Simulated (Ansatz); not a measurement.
An Ansatz (a first-principles code) input (Kohn–Sham DFT with the PBEsol-D3(BJ) functional, run in Ansatz with PAW and 420 eV plane waves, no SOC, earlier PAW set):

Ansatz 0.2 input:
```yaml
crystal:
  lattice:
    - [3.639627009, 0, 0]
    - [-1.8198135045, 3.1520094501, 0]
    - [0, 0, 4.3036357836]
  atoms:
    - { symbol: Pt, position: [0, 0, 0] }
    - { symbol: Ir, position: [0.6666666667, 0.3333333333, 0.3600010007] }
    - { symbol: Ir, position: [0.3333333333, 0.6666666667, 0.6399989993] }
basis: { ecutwfc: 420, ecutrho_ratio: 4, xc_grid: 2, fft_grid_basis: typed }
kpoints: { mp_grid: { grid: [15, 15, 11] } }
hamiltonian:
  xc: pbesol
  dispersion: d3bj
  pseudopotentials: { azcp: { folder: ./paw }, kind: paw }
scf: { occupations: { method: fermi_dirac, width: 0.05 }, convergence: { dr2_threshold: 0.0000000003 } }
output: { forces: true, stress: true }
checkpoint: { write: state.ck, write_every: 1000 }
```

Which symmetry and how many k-points will the program report, and about how many plane waves at Γ?

Space group P-3m1 (ITA 164) with 12 operations, k-points 257 of 2475, and 975 plane waves at Γ.

Whether these cells are dynamically stable was not tested. All final runs are without spin polarisation. The cell was made from PtSe2 by this change: Se → Ir; the result is a hypothetical phase, not in the database extracts checked.
